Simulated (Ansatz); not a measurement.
The starting structures come from a database of crystals and need not be the phases stable at ambient conditions.

 Where the default PAW files enter, the runs use the earlier of Ansatz's two default sets.

The decay constant κ of evanescent states in the gap governs leakage through a thin film.

Data:

```
CaSnO5Si
1.0
    5.63326     0.00000     0.00000
   -1.56125     5.42420     0.00000
    1.72795     2.32357     6.66207
Ca Si Sn O
2 2 2 10
Cartesian
  0.02396   5.11217   1.63847
  5.77600   2.63560   5.02360
  1.04527   6.18126   4.99256
  4.75470   1.56651   1.66952
  2.89998   3.87389   3.33104
  2.03601   2.71210   0.00000
  3.97407   3.96923   5.00069
  1.82590   3.77854   1.66139
  5.43058   6.23352   6.08174
  0.36938   1.51425   0.58033
  2.20244   1.95118   3.92143
  3.59752   5.79659   2.74064
  4.65745   3.01689   2.46923
  1.14252   4.73088   4.19284
  3.33411   1.25472   0.86560
  2.46586   6.49305   5.79647
```

Space group of this cell: P-1. The cell is taken as given; by PBEsol its mean pressure is -5.3 GPa.

Transport runs along the normal of the first two printed cell vectors.

The gap is the functional's own. No spin-orbit coupling. Mid-gap values are interpolated on the energy grid.

Q: Estimate the band gap and the smallest decay constant κ at mid-gap that PBEsol (Ansatz, a first-principles code) returns for this system.

A: Gap 3.10 eV on a 6×6×6 mesh; κ = 0.312 1/Å, at the zone centre.
